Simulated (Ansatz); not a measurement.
Take Ti in the hcp (Mg type) structure (space group P6_3/mmc, No. 194) as the base.

```yaml
crystal:
  lattice:
    - [2.93591, 0.00000, 0.00000]
    - [-1.46796, 2.54258, 0.00000]
    - [0.00000, 0.00000, 4.63642]
  atoms:
    - { symbol: Ti, position: [0.33333, 0.66667, 0.75000] }
    - { symbol: Ti, position: [0.66667, 0.33333, 0.25000] }
```

Cartesian axes are those of the cell as printed.

Method: Ansatz (a quantum-chemistry and plane-wave program) r2SCAN, scalar-relativistic without spin-orbit coupling.

Base values:

The shortest interatomic distance comes out as 5.427 bohr and the band gap is zero.

Now apply this change: a free-standing slab of 3 layers (3 atoms, 1 a layer) is cut normal to the z axis, with 15 Å of vacuum and the in-plane cell held at bulk.

**Question.** What does the calculation give for the excess energy per area of both faces, change of the spacing d12 from its bulk value of 2.318 Å, shortest interatomic distance and band gap after the change?

**Answer.** The excess energy per area of both faces (slab less bulk energy over the cell's area: twice a surface energy) comes out as 4.5 J/m² (uncertain by up to 0.06 J/m²); the change of the spacing d12 from its bulk value of 2.318 Å comes out as -4.5 %; the shortest interatomic distance decreases by 0.158 bohr (5.427 bohr → 5.269 bohr); the band gap remains zero.

Slab and bulk use different k-meshes, which limits the precision of the excess energy. Whether these cells are dynamically stable was not tested. All final runs are without spin polarisation.
